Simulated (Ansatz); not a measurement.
## SrTe, pressure series

Take SrTe in the rock salt structure (space group Fm-3m, No. 225) as the base.

SrTe is modelled in the cubic space group Fm-3m (No. 225), the rock salt structure, Pearson symbol cF8. Conventional cell: a = 6.607 Å, b = 6.607 Å, c = 6.607 Å, α = 90.00°, β = 90.00°, γ = 90.00°. Sr on 4a sees 6 Te at 3.303 Å (octahedral). Te on 4b is coordinated by 6 Sr at 3.303 Å (octahedral). (Neighbours: up to the widest gap in distance over summed covalent radii, below 1.35, at either atom; cation-cation and far metal-metal contacts left out.)
(The calculation used a cell of 2 atoms; values per cell refer to that cell.)

Cell and atoms are relaxed at each pressure.

Method: Ansatz (a first-principles code), PBEsol, PAW, cutoff 420 eV, without spin-orbit coupling.

Candidates:
(a) pressure −2 GPa
(b) pressure −1 GPa
(c) pressure 10 GPa
(d) pressure 7.5 GPa

Base values:

The band gap comes out as 1.57 eV.

Q: Order them by band gap, lowest first.

A: (c) pressure 10 GPa (0.94 eV), (d) pressure 7.5 GPa (1.08 eV), (b) pressure −1 GPa (1.65 eV), (a) pressure −2 GPa (1.73 eV)

Spin-orbit coupling, missing from the scalar runs, can matter with Te. Load acts through the strain it causes; cell and atoms are relaxed under it. Whether these cells are dynamically stable was not tested. Competing high-pressure phases were not computed.
